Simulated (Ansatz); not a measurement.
## Migration barriers: interstitial Sc in monoclinic HfO2, charge state +3

Defect migration in monoclinic HfO2: interstitial Sc, charge state +3. Computed with PBE, PAW (plane waves to 420 eV; Ansatz, a quantum-chemistry and plane-wave program).

Cell of 96 host sites held at the relaxed PBE lattice; the Γ point alone; Fermi-Dirac width 0.01 eV, spin-restricted; finite-size errors left in. No zero-point or tunnelling terms. Spin-orbit coupling is left out. The charge state is imposed; whether it is stable for some Fermi level was not computed. Sites that were not tried may lie lower.

Barriers: single points on a 2×2×2 k-point mesh shifted by half a step at the bands' geometries.

```json
[
 {"Route": "a concerted move, in which Sc travels most", "Start site over the lowest site run (eV)": "0.00", "Hop (Å)": "1.45", "Forward barrier (eV)": "0.34", "Backward barrier (eV)": "0.34", "Neighbours at the start": "O at 1.95, O at 1.98, O at 2.08, O at 2.12, O at 2.20, O at 2.37 Å", "Neighbours at the saddle": "4 O at 2.00, O at 2.37, O at 2.38 Å", "Saddle order": "first order", "Forward, on the band's own sampling (eV)": "0.33"}
]
```

Paths come from nudged elastic bands with a climbing image.  

The whole set of runs took roughly 2.8 core-hours.
